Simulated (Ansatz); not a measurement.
PdTe (P6₃/mmc, No. 194, 4 atoms in the cell; start mp-564), treated with r²SCAN (Ansatz, a first-principles code, PAW).

Settings: plane-wave cutoff 560 eV, 18×18×10 k mesh (along the axes of the cell as run), Fermi–Dirac smearing 0.05 eV, scalar-relativistic PAW data made under PBE.

Cell (relaxed at this level):

```xyz
4
Lattice="4.1826 0.0000 0.0000 -2.0913 3.6222 0.0000 0.0000 0.0000 5.7391" Properties=species:S:1:pos:R:3 pbc="T T T"
Te     0.0000     2.4148     1.4348
Te     2.0913     1.2074     4.3043
Pd     0.0000     0.0000     0.0000
Pd     0.0000     0.0000     2.8696
```

What does this level give for the bulk modulus B0?


bulk modulus B0: 105 GPa

The run finds no gap.

Note: the bulk modulus is −V dP/dV from two relaxed cells at ±2 % in volume; the relaxation could not lower the start's symmetry, so the cell can be a saddle point above a distorted one.

Spin–orbit coupling is not included; it can open a gap where bands touch, and shift volumes and moduli.

The computed numbers hold no vibrational or temperature effects.

Cost on a shared machine: very roughly 7 core-minutes.

A start named mp-… is a Materials Project structure, which need not be a measured phase.
